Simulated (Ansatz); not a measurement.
Take BP in the zinc blende structure (space group F-43m, No. 216; a = 4.537 Å) as the base. Axes: x, y, z lie along the cube axes.

The values are results of r2SCAN, PAW, 500 eV (Ansatz, a program for electronic structure; spin-orbit coupling left out), not measurements.

Perturbation: the cell is stretched by 5.50 % along x with no lateral relaxation; the atoms relax in the strained cell.

Question: Predict the stress tensor and what it implies for the stiffness.

Answer: Stress of the strained cell less that of the base (GPa, compression positive):
```
 -18.64    0.00    0.00
   0.00   -2.97    0.00
   0.00    0.00   -2.97
```

Then −Δσ_ii/ε with ε = 0.0550 gives secant stiffness values (nonlinear terms included at this strain): C11 ≈ 339 GPa, C12 ≈ 54 GPa and C13 ≈ 54 GPa.

As a check, the harmonic strain energy −½ V₀ Δσ:ε is 37 meV/atom; the computed energy rise is 38 meV/atom.

Whether these cells are dynamically stable was not tested.
